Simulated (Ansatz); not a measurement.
## A computed series for As: pressure series

Take As (space group Cmce, No. 64; layered, stacked along the Cartesian y axis) as the base.

```xyz
4
Lattice="1.8279 -5.5637 0.0000 1.8279 5.5637 0.0000 0.0000 0.0000 4.6275" Properties=species:S:1:pos:R:3 pbc="T T T"
As     1.8279     4.3699     0.3230
As     1.8279    -4.3699     4.3045
As     1.8279     1.1938     2.6367
As     1.8279    -1.1938     1.9907
```

Cell and atoms are relaxed at each pressure.

Method: DFT with r2SCAN+rVV10, PAW potentials and a 500 eV plane-wave cutoff in Ansatz (a quantum-chemistry and plane-wave program), no spin-orbit coupling.

Two rows of this table had their results exchanged by mistake.

```json
[
 {"pressure": "pressure −2 GPa", "volume per atom (Å³)": "27.15", "shortest distance (Å)": "2.480", "band gap": "0.41 eV"},
 {"pressure": "pressure −1 GPa", "volume per atom (Å³)": "24.61", "shortest distance (Å)": "2.477", "band gap": "0.16 eV"},
 {"pressure": "pressure 0.3 GPa", "volume per atom (Å³)": "20.64", "shortest distance (Å)": "2.447", "band gap": "zero"},
 {"pressure": "pressure 0.7 GPa", "volume per atom (Å³)": "22.96", "shortest distance (Å)": "2.468", "band gap": "zero"},
 {"pressure": "pressure 1.5 GPa", "volume per atom (Å³)": "22.41", "shortest distance (Å)": "2.463", "band gap": "zero"},
 {"pressure": "pressure 3 GPa", "volume per atom (Å³)": "21.56", "shortest distance (Å)": "2.454", "band gap": "zero"},
 {"pressure": "pressure 5 GPa", "volume per atom (Å³)": "23.28", "shortest distance (Å)": "2.471", "band gap": "zero"},
 {"pressure": "pressure 7.5 GPa", "volume per atom (Å³)": "19.78", "shortest distance (Å)": "2.439", "band gap": "zero"},
 {"pressure": "pressure 10 GPa", "volume per atom (Å³)": "19.08", "shortest distance (Å)": "2.430", "band gap": "zero"}
]
```

### Question
Which two?

### Answer
The rows for pressure 0.3 GPa and pressure 5 GPa: the volume has to fall steadily with pressure, so 23.28 Å³ belongs to pressure 0.3 GPa and 20.64 Å³ to pressure 5 GPa.

A case with no gap was solved on a k-mesh chosen for an insulator, which is coarse for it. Load acts through the strain it causes; cell and atoms are relaxed under it. No phonon test of stability was made. Competing high-pressure phases were not computed. Gaps under 0.05 eV, about the width of the smearing, are given as zero. This is not the structure that As has at room temperature and ambient pressure. A zero or small gap of As can be the functional's error rather than a property of the material.
